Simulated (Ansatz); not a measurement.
# TiAl: response to strain

Base system: TiAl (space group P4/mmm, No. 123; a = 2.766 Å, c = 4.002 Å; relaxed with 0.1 eV smearing). Axes: x, y, z lie along a, b, c of the conventional cell.

Strains are applied to the cell and any free atomic positions relax.

The values are results of LDA (Ansatz, a quantum-chemistry and plane-wave program; PAW; 420 eV plane waves; no SOC), not measurements.

Notes on the quantities. pressure: mean of the normal stresses, compression positive; energy relative to the base: free energy F.

```tsv
case	pressure	energy relative to the base	volume per atom
base	0.0 GPa	0 meV/atom	15.31 Å³
uniaxial strain ε_zz = −3.00 %	4.0 GPa	+7.8 meV/atom	14.85 Å³
uniaxial strain ε_zz = −2.50 %	3.3 GPa	+5.4 meV/atom	14.93 Å³
uniaxial strain ε_zz = −1.50 %	2.0 GPa	+1.9 meV/atom	15.08 Å³
uniaxial strain ε_zz = −1.00 %	1.3 GPa	+0.9 meV/atom	15.16 Å³
uniaxial strain ε_zz = +0.50 %	-0.6 GPa	+0.2 meV/atom	15.39 Å³
uniaxial strain ε_zz = +1.00 %	-1.2 GPa	+0.9 meV/atom	15.46 Å³
uniaxial strain ε_zz = +1.50 %	-1.8 GPa	+1.9 meV/atom	15.54 Å³
uniaxial strain ε_zz = +2.50 %	-3.0 GPa	+5.3 meV/atom	15.69 Å³
uniaxial strain ε_zz = +3.00 %	-3.5 GPa	+7.6 meV/atom	15.77 Å³
```

No phonon test of stability was made. All final runs are without spin polarisation.
